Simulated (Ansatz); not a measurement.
**Pressure series in hypothetical P6_3/mmc GeS2**

Consider GeS₂ in the 2H-MoS2 type structure (space group P6_3/mmc, No. 194; a = 3.428 Å, c = 10.622 Å; a hypothetical phase, not in the database extracts checked; layered, stacked along the Cartesian z axis).

Cell and atoms are relaxed at each pressure.

Computed with PBE-D3(BJ) in Ansatz (plane waves to 420 eV, PAW, no SOC), earlier PAW set.

Notes on the quantities. enthalpy: H = E + PV relative to the base's energy.

| case | lattice parameter a | enthalpy | c/a ratio |
|---|---|---|---|
| base | 3.428 Å | – | 3.099 |
| pressure −2 GPa | 3.456 Å | -0.23 eV/atom | … |
| pressure −1 GPa | 3.442 Å | -0.11 eV/atom | 3.108 |
| pressure 1.8 GPa | 3.402 Å | +0.20 eV/atom | 3.090 |
| pressure 4.2 GPa | 3.371 Å | +0.46 eV/atom | 3.084 |
| pressure 9 GPa | 3.317 Å | +0.96 eV/atom | 3.084 |
| pressure 18 GPa | … | +1.84 eV/atom | 3.097 |
| pressure 30 GPa | … | +2.93 eV/atom | 3.134 |
| pressure 45 GPa | 3.037 Å | +4.19 eV/atom | 3.203 |
| pressure 60 GPa | 2.953 Å | +5.36 eV/atom | 3.272 |

Task: What belongs in the blanks?

Result: 
- pressure −2 GPa, c/a ratio: 3.124
- pressure 18 GPa, lattice parameter a: 3.234 Å
- pressure 30 GPa, lattice parameter a: 3.140 Å

Load acts through the strain it causes; cell and atoms are relaxed under it. Stability against distortions was not tested. Competing high-pressure phases were not computed. The final runs are not spin-polarised.

Ansatz is a quantum-chemistry and plane-wave program.
